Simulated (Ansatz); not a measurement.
An Ansatz (a quantum-chemistry and plane-wave program) run: Pd with a change (biaxial strain −2.00 %, plane normal [001], relaxed out of plane); Ansatz PBEsol, scalar-relativistic without spin-orbit coupling.

Input:

Ansatz 0.2 input:
```yaml
crystal:
  lattice:
    - [2.687110636, 0, 0]
    - [0, 2.687110636, 0]
    - [1.343555318, -1.343555318, 1.9582396878]
  atoms:
    - { symbol: Pd, position: [0, 0, 0] }
basis: { ecutwfc: 420, ecutrho_ratio: 4, xc_grid: 2, fft_grid_basis: typed }
kpoints: { mp_grid: { grid: [29, 29, 29] } }
hamiltonian:
  xc: pbesol
  dispersion: none
  pseudopotentials: { kind: paw }
scf: { occupations: { method: fermi_dirac, width: 0.1 } }
relax: { f_tol: 0.005, max_steps: 50, cell: { stress_tol: 0.01, fix: [a, b, gamma] } }
output: { forces: true, stress: true }
checkpoint: { write: state.ck, write_every: 1000 }
```

Output (explanatory and most iteration lines left out):

```
Relaxation: its limit of steps is 50 (relax.max_steps)
Pseudopotential: Pd, paw, valence charge 18
Crystal: 1 atoms, lattice volume = 14.140 Å³
Basis set: ecut = 420 eV, 283 PW (Γ), exchange–correlation on 36×36×40 points (8 copies of the dense FFT grid, shifted against one another)
Bands: 13, of which v1, the nominal top of the filled ones, is band 9 counted from 1 (8 counted from 0)
Symmetry: 16 space group operations
Space group: I4/mmm (ITA 139), of the structure as read, at distance tolerance 2.4e-5 Å
k-points: 1800 of 24389
Functional: x = pbesol(κ = 0.804, μ = 0.12345679012345678), c = pbesol(β = 0.046)
SCF iter   1: F=—  HF=-6906.673405 eV  |F-HF|=—  |Δ(HF+E_count)|=         —  Δρ=9.33e-3  dr2=1.03e-2  ethr=1.77e-3  ⟨swp⟩=5.0  Hψ=136192  notcnv=0
SCF iter   2: F=—  HF=-6906.670627 eV  |F-HF|=—  |Δ(HF+E_count)|=   2.78e-3  Δρ=2.43e-3  dr2=5.87e-4  ethr=5.72e-5  ⟨swp⟩=1.1  Hψ=38282  notcnv=0
SCF 1 converged in 6 iterations: F = -6906.670490 eV  dr2 = 2.31e-10
relax step   1: F+E_penalty+E_count = -6906.67048995 eV  Δ(F+E_penalty+E_count) = +0.000e0 eV  max|allowed force component| = 0.000e0 eV/Å  Δτ_max = 0.0000 Å  P = +6.766 GPa  Ω = 14.140 Å³  fix = [a, b, gamma]  reactions: a +7.592, b +7.592 GPa  (6 SCF iters, dr2 threshold 1.00e-7 eV, accepted)
[... steps on the carried basis left out ...]
relax step   4: F+E_penalty+E_count = -6906.67460255 eV  Δ(F+E_penalty+E_count) = -4.406e-7 eV  max|allowed force component| = 0.000e0 eV/Å  Δτ_max = 0.0000 Å  P = +2.624 GPa  Ω = 14.408 Å³  energy of the carried Pulay correction = -8.110e-5 eV  fix = [a, b, gamma]  reactions: a +3.936, b +3.936 GPa  (4 SCF iters, dr2 threshold 1.15e-9 eV, accepted)
Crystal: 1 atoms, lattice volume = 14.408 Å³
SCF iter   1: F=—  HF=-6906.674666 eV  |F-HF|=—  |Δ(HF+E_count)|=         —  Δρ=2.53e-4  dr2=2.11e-7  ethr=8.29e-9  ⟨swp⟩=2.8  Hψ=194164  notcnv=0
SCF iter   2: F=—  HF=-6906.674671 eV  |F-HF|=—  |Δ(HF+E_count)|=   5.54e-6  Δρ=1.26e-4  dr2=5.15e-8  ethr=1.17e-9  ⟨swp⟩=1.0  Hψ=23400  notcnv=0
SCF 5 converged in 6 iterations: F = -6906.674673 eV  dr2 = 9.83e-15
SCF converged after 6 iterations
Free energy (F): -6906.674673 eV
Internal energy: -6906.613917 eV  (E = F + TS)
E sigma→0 (E₀):  -6906.644295 eV
Entropy (-TS):   -0.060756 eV (-60.756 meV/atom)
Fermi energy:    20.315532 eV
--- Forces (eV/Å), atoms counted from 1 ---
  atom   1  Pd     0.00000000    -0.00000000     0.00000000
--- Stress (GPa, compression-positive) ---
        3.929344      -0.000000       0.000000
       -0.000000       3.929344       0.000000
        0.000000       0.000000      -0.009446
  P = ⅓ Tr σ = 2.6164 GPa (26.164 kbar)
--- Relaxed structure (4 steps of the walk, 4 accepted, 1 SCFs on fresh bases) ---
  cell:  # Å, volume = 14.4076 Å³
    - [2.687110636, 0.0, 0.0]
    - [0.0, 2.687110636, 0.0]
    - [1.343555318, -1.343555318, 1.9953564853569632]
  atoms:
    - { symbol: Pd, position: [0.0, 0.0, 0.0] }
```

Stability against distortions was not tested. All final runs are without spin polarisation. The cell was made from Pd in the fcc (Cu type) structure (space group Fm-3m, No. 225) by this change: biaxial strain −2.00 %, plane normal [001], relaxed out of plane.
